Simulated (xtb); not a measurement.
xtb 6.7.1, GFN2-xTB: Sr(OH)(amdMe)(NH3)2 (CC1[N](C)[Sr](<-[NH3])(<-[NH3])([OH])<-[N]=1C), 26 atoms. The geometry is a generated start, not checked to be a minimum at this level.

```
Quantity                                                                                                        Value
------------------------  -------------------------------------------------------------------------------------------
method                                                                                                       GFN2-xTB
--acc                                                                                                     1 (default)
--etemp (K)                                                                                             300 (default)
detailed input (--input)  none: ANC optimiser, Lindh (1995) Hessian, microcycle=20, maxdispl=1.0, hlow=0.01 (default)
basis functions                                                                                                    62
valence electrons                                                                                                  60
```

```xyz
26

Sr     0.3246     1.1332     0.0687
O      0.5509     3.1268     0.3056
H      0.3377     4.0236     0.5606
C     -1.7609    -2.4688     0.2888
C     -1.0982    -1.1096     0.2327
N     -0.6733    -0.5065     1.3177
C     -0.8738    -1.0897     2.6171
N     -0.9449    -0.4870    -0.9105
C     -1.3709    -1.0926    -2.1402
H     -1.4823    -3.0614    -0.5789
H     -2.8424    -2.3399     0.2861
H     -1.4767    -3.0109     1.1847
H     -0.5675    -0.3587     3.3649
H     -1.9249    -1.3445     2.8055
H     -0.2698    -1.9969     2.7657
H     -1.2352    -0.3650    -2.9399
H     -0.7753    -1.9806    -2.3929
H     -2.4280    -1.3864    -2.1232
N      2.8183     1.0170     0.9560
H      2.9587     0.5711     1.8562
H      2.7924     2.0218     1.0993
H      3.6065     0.7981     0.3561
N      1.5743     2.2191    -2.1407
H      2.5123     2.4398    -2.4607
H      1.3028     2.9260    -1.4490
H      0.9455     2.3220    -2.9297
```

The structure is relaxed from this start with --opt LEVEL for the levels crude, sloppy, loose, lax, normal, tight, vtight, extreme, once each. Up to the end of the extreme run atoms move by at most 0.77 Å along an axis.

What is the loosest level that ends within 5 meV of the extreme run, and how many cycles does it take?

normal: 40 cycles against 94, ending 1.9 meV above.

```json
[
 {"level": "crude", "cycles": "1", "energy above the extreme run (meV)": "35", "gradient norm (eV/Å)": "0.17"},
 {"level": "sloppy", "cycles": "1", "energy above the extreme run (meV)": "35", "gradient norm (eV/Å)": "0.17"},
 {"level": "loose", "cycles": "1", "energy above the extreme run (meV)": "35", "gradient norm (eV/Å)": "0.17"},
 {"level": "lax", "cycles": "24", "energy above the extreme run (meV)": "8.0", "gradient norm (eV/Å)": "0.11"},
 {"level": "normal", "cycles": "40", "energy above the extreme run (meV)": "1.9", "gradient norm (eV/Å)": "0.029"},
 {"level": "tight", "cycles": "55", "energy above the extreme run (meV)": "0.58", "gradient norm (eV/Å)": "0.012"},
 {"level": "vtight", "cycles": "89", "energy above the extreme run (meV)": "under 0.01", "gradient norm (eV/Å)": "0.0012"},
 {"level": "extreme", "cycles": "94", "energy above the extreme run (meV)": "—", "gradient norm (eV/Å)": "0.0012"}
]
```
